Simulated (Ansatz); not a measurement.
Take Nb in the bcc (W type) structure (space group Im-3m, No. 229; a = 3.3027 Å) as the base.

The other end (x = 1) is Y in the bcc (W type) structure (space group Im-3m, No. 229; a hypothetical phase, not in the database extracts checked): 33.62 Å³/atom, gap zero; this end may not be an ambient phase.

Computed with Kohn–Sham DFT with the r2SCAN functional, run in Ansatz (a first-principles code) with PAW and 500 eV plane waves, without spin-orbit coupling.

Y replaces a fraction x of Nb; each row is one arrangement (x, atoms in the cell, starting space group or random), fully relaxed.

One change was made to it. Results:

| quantity | base | after |
|---|---|---|
| shortest interatomic distance | 2.860 Å | 2.718 Å |
| deviation of the volume from the linear (Vegard-type) interpolation | – | -5.6 % |
| mixing energy (to 0.01 eV only: unlike meshes or grids) (against an end that may be hypothetical) | – | +0.24 eV/atom |
| band gap | zero | zero |

Task: Which of these changes matches the shifts?
A. x(Y) = 0.75, 4 atoms, Immm
B. x(Y) = 0.667, 3 atoms, P-3m1
C. x(Y) = 0.25, 4 atoms, Cmmm
D. x(Y) = 0.75, 4 atoms, Cmmm

Result: C, x(Y) = 0.25, 4 atoms, Cmmm. For comparison, the shortest interatomic distance in the other runs: x(Y) = 0.75, 4 atoms, Cmmm gives 3.208 Å; x(Y) = 0.75, 4 atoms, Immm gives 3.387 Å; x(Y) = 0.667, 3 atoms, P-3m1 gives 3.082 Å.

Each cell is one ordered arrangement of few atoms, which overstates ordering effects compared with a random alloy. Whether these cells are dynamically stable was not tested. All final runs are without spin polarisation. An odd electron count without spin: Y2Nb. Y and Y2Nb have a high density of states at the Fermi level and may be magnetic at this level. Under x(Y) = 0.75, 4 atoms, Immm the cell changed shape so far that it is another structure.
